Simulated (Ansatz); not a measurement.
## Cl interstitial in fcc Al

The numbers are results of PBE, PAW (plane waves to 420 eV; Ansatz, an electronic-structure program), not measurements. Details: 108-site cell; 4×4×4 shifted k-points; start: void with 4Al nearest; energies good to tenths of an eV; the relaxation kept the symmetry of the starting site.

Neighbours after relaxation, in Å: of the Cl atom: Al 2.29, Al 2.29, Al 2.29, Al 2.29.

Formation energies E_f are those of the neutral cell. Chemical conditions: host crystal and elements as references (Δμ(Cl) = 0.00 eV; Cl taken from its element, since no compound that bounds it was computed at this level; only phases computed here count, gases as isolated molecules at 0 K). Reference phases: Cl: Cl2 molecule in a box.

The name describes the start; the neighbours show where the added atom ended.

```csv
charge,moment (μB),point group,largest move off a lattice site (Å),"E_f, host crystal and elements as references (eV)"
0,not spin-polarised,Td,0.54,2.33
```

Point groups are those of the whole cell at tolerances of 0.03 and 0.1 Å ("near" where only the looser one holds); none is given for unsettled states.

No other site or start that was run ended lower by more than 0.1 eV.
